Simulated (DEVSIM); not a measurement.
## abrupt GaAs p-n junction

System: abrupt GaAs p-n junction, at 350 K.

```tsv
layer (left to right)	material	thickness (μm)	Nd (cm⁻³)	Na (cm⁻³)	τn (s)	τp (s)
1	GaAs	16.0	-	2.3e14	2.6e-9	2.6e-9
2	GaAs	75.0	4.9e14	-	2.6e-9	2.6e-9
```

Left contact: ohmic. Right contact: ohmic. Voltage is applied to the left contact. Recombination: SRH at mid-gap. Mobility is μmin + (μ − μmin)/(1 + (N/Nref)^α).

This is a model device: material constants are rounded textbook-type values typed into the input, and sizes, dopings and lifetimes were drawn at random. Values at 300 K; Nc and Nv go as T^1.5, mobilities as T to minus their exponent, the gap by Varshni's rule with the affinity fixed.

```
parameter             GaAs
----------------  --------
gap (eV)             1.424
affinity (eV)         4.07
permittivity          12.9
Nc (cm⁻³)           4.7e17
Nv (cm⁻³)             9e18
μn (cm²/Vs)           8500
μp (cm²/Vs)            400
μn,min                 500
μp,min                  20
Nref,n                6e16
Nref,p              1.5e17
αn                    0.39
αp                    0.38
T exponent of μn       2.1
T exponent of μp       2.2
Varshni α (eV/K)  0.000541
Varshni β (K)          204
```

DEVSIM, 1D drift-diffusion, Boltzmann statistics, complete ionisation; no tunnelling, impact ionisation, image-force lowering or self-heating.

```
Quantity                                          Result
---------------------------------------------  ---------
Potential step across the device at zero bias    0.861 V
Largest field in the device at zero bias       5900 V/cm
Dark forward voltage at 1 A/cm²                  0.857 V
```

Dark reverse current:

| V (V) | J (A/cm²) |
|---|---|
| -0.04 | -8.5e-8 |
| -0.10 | -1.7e-7 |
| -0.20 | -2.8e-7 |
| -0.30 | -3.9e-7 |
| -0.40 | -4.8e-7 |
| -0.60 | -6.5e-7 |
| -0.80 | -8.1e-7 |
| -1.00 | -9.6e-7 |
| -1.30 | -1.2e-6 |
| -1.60 | -1.4e-6 |
| -2.00 | -1.6e-6 |

Dark forward current:

| V (V) | J (A/cm²) |
|---|---|
| 0.05 | 1.9e-7 |
| 0.10 | 6.0e-7 |
| 0.20 | 3.9e-6 |
| 0.25 | 9.5e-6 |
| 0.30 | 2.3e-5 |
| 0.40 | 0.00014 |
| 0.45 | 0.00037 |
| 0.55 | 0.0030 |
| 0.60 | 0.0095 |
| 0.65 | 0.032 |
| 0.75 | 0.27 |
| 0.80 | 0.55 |
| 0.85 | 0.94 |
| 0.95 | 2.1 |
| 1.00 | 2.8 |
| 1.10 | 4.4 |
| 1.15 | 5.4 |
| 1.20 | 6.4 |
| 1.30 | 8.7 |
| 1.35 | 9.9 |
| 1.40 | 11 |
| 1.50 | 14 |
| 1.55 | 15 |
| 1.65 | 18 |
| 1.70 | 20 |
| 1.75 | 21 |
| 1.85 | 24 |
| 1.90 | 26 |
